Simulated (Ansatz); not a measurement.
Input and output of a dielectric-response calculation for BN (R3m, 2 atoms in the cell) (Ansatz, a quantum-chemistry and plane-wave program).

Computed with LDA (PW92), default PAW files made with PBE (plane waves; Ansatz).

```yaml
crystal:
  lattice:
    - [1.24737, 0.72017, 3.36281]
    - [-1.24737, 0.72017, 3.36281]
    - [0.00000, -1.44033, 3.36281]
  atoms:
    - { symbol: B, position: [0.99967, 0.99967, 0.99967] }
    - { symbol: N, position: [0.33276, 0.33276, 0.33276] }
```

Reference input (self-consistent single point, DFT, LDA (PW92), plane waves, default PAW files made with PBE): basis.ecutwfc = 420 eV; kpoints.mp_grid.grid = 12 12 12; hamiltonian.xc = lda; hamiltonian.pseudopotentials = {kind: paw} (the program's default PAW files); scf.occupations.method = fixed. This run's input differs from it in these lines:

Ansatz 0.2 input:
```diff
@@ -11,3 +11,3 @@
 kpoints:
-  mp_grid: { grid: [12, 12, 12] }
+  mp_grid: { grid: [6, 6, 6] }
 hamiltonian:
@@ -17,6 +17,4 @@
   occupations: { method: fixed }
-output:
-  forces: true
-  eigenvalues: true
-  stress: true
+dielectric:
+  field_mesh: kpoints
```

The program printed (abridged):

```
SCF iter   1: F=—  HF=-526.348034 eV  |F-HF|=—  |Δ(HF+E_count)|=         —  Δρ=8.91e-3  dr2=1.31e-2  ethr=1.77e-3  ⟨swp⟩=3.9  Hψ=3041  notcnv=0  defer=116
all-band conjugate gradients solve this SCF's bands
preconditioner: auto → none
SCF iter   2: F=—  HF=-526.345132 eV  |F-HF|=—  |Δ(HF+E_count)|=   2.90e-3  Δρ=4.24e-3  dr2=1.49e-3  ethr=1.63e-4  ⟨swp⟩=2.4  Hψ=1281  notcnv=0  defer=132
SCF iter   3: F=—  HF=-526.344704 eV  |F-HF|=—  |Δ(HF+E_count)|=   4.28e-4  Δρ=1.60e-3  dr2=1.92e-4  ethr=1.86e-5  ⟨swp⟩=2.2  Hψ=900  notcnv=0  defer=132
   [... lines left out ...]
SCF iter   5: F=—  HF=-526.344658 eV  |F-HF|=—  |Δ(HF+E_count)|=   2.49e-6  Δρ=2.79e-5  dr2=6.59e-8  ethr=6.60e-8  ⟨swp⟩=2.1  Hψ=794  notcnv=0
SCF iter   6: F=—  HF=-526.344658 eV  |F-HF|=—  |Δ(HF+E_count)|=   2.50e-7  Δρ=8.10e-6  dr2=4.68e-9  ethr=8.23e-10  ⟨swp⟩=2.1  Hψ=816  notcnv=0
SCF iter   7: F=—  HF=-526.344658 eV  |F-HF|=—  |Δ(HF+E_count)|=   1.98e-9  Δρ=2.07e-6  dr2=2.85e-10  ethr=5.85e-11  ⟨swp⟩=2.0  Hψ=774  notcnv=0
SCF iter   8: F=-526.344658 eV  HF=-526.344658 eV  |F-HF|=9.09e-13  |Δ(HF+E_count)|=  1.32e-10  Δρ=1.38e-7  dr2=1.78e-12  ethr=1.25e-12  ⟨swp⟩=2.7  Hψ=1621  notcnv=0
SCF 1 converged in 8 iterations: F = -526.344658 eV  dr2 = 1.78e-12
DFPT response loops at Γ: preconditioner auto → none (the input reference at scf.mixing.eps_inf says where Resta's filter doesn't serve); β = 0.50 …
   [... lines left out ...]
WARN: field response: the 6×6×6 k-mesh looks too coarse for the field response at k = (0.1667, -0.5000, -0.1667), direct gap 4.596 eV …
Free energy (F): -526.344658 eV
Fermi energy:    4.364750 eV
   [... lines left out ...]
         0.00000    2.69908    0.00000
         0.00000    0.00000    0.69061
    site 1:
        -2.69908    0.00000    0.00000
         0.00000   -2.69908   -0.00000
         0.00000   -0.00000   -0.69061
  Z* charge neutrality: 5.625e-6 e pre-enforcement
  k-mesh period / interband length: 15.0 Å / 1.18 Å = 12.69 at k = (0.1667, -0.5000, -0.1667), direct gap 4.596 eV — UNDER 14: by this measure the k-mesh is too coarse for the response
```

The run converged in 8 iterations. 

Summary of the result:
```
Quantity                                                                                             Value
----------------------------------------------------------------------------------------  ----------------
Free energy E − TS (on the zero of these files)                                               -526.3447 eV
Top of the valence band (on the code's own zero)                                                   4.36 eV
Gap on the k-point mesh                                                                            4.12 eV
ε∞ at this k-point mesh, which may be far from converged in small-gap cells (xx, yy, zz)  4.69, 4.69, 2.65
Born charges at this mesh (mean of the diagonal, e)                                        B 2.03, N -2.03
```

The starting cell comes from a database of computed structures (which also holds hypothetical and non-ambient phases and stackings), without a prior relaxation at this level. Its lattice was rescaled by up to half a per cent.
